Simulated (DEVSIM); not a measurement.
Device: Schottky contact on n-type Ge, at 300 K.

Layer 1 from the left is Ge, thickness (μm) 8.90, Nd (cm⁻³) 1.1e16, τn (s) 2.5e-6, τp (s) 2.5e-6.

Left contact: Schottky, work function 4.3 eV, emission velocity 7.6e6 cm/s. Right contact: ohmic. Voltage is applied to the left contact. Recombination: SRH at mid-gap, radiative. Mobility is constant in doping.

This is a model device: material constants are rounded textbook-type values typed into the input, and sizes, dopings and lifetimes were drawn at random. Values at 300 K.

Ge: gap (eV) 0.664, affinity (eV) 4, permittivity 16, Nc (cm⁻³) 1.04e19, Nv (cm⁻³) 6e18, μn (cm²/Vs) 3900, μp (cm²/Vs) 1900, B (cm³/s) 6.4e-14.

Estimate by hand the built-in potential, the peak field at zero bias, the capacitance at -1 V, and compare with a numerical solution.


- Built-in potential: barrier φB = 0.300 eV; Vbi = φB − kT/q ln(N_band/N) = 0.123 V; numerical 0.123 V.
- Peak field at zero bias: depletion approximation: W = √(2εVbi/(qN)) = 0.141 μm with N = 1.10e16 cm⁻³; field = 2Vbi/W = 17500 V/cm; numerical 15500 V/cm (estimate above by 13 %).
- Capacitance at -1 V: C = √(qεN / 2(Vbi + |V|)) = 33.3 nF/cm²; numerical 33.9 nF/cm² (estimate below by 1.8 %).

DEVSIM, 1D drift-diffusion, Boltzmann statistics, complete ionisation; no tunnelling, impact ionisation, image-force lowering or self-heating. Metal contacts follow the ideal Schottky-Mott rule: no Fermi-level pinning, no interface dipoles.
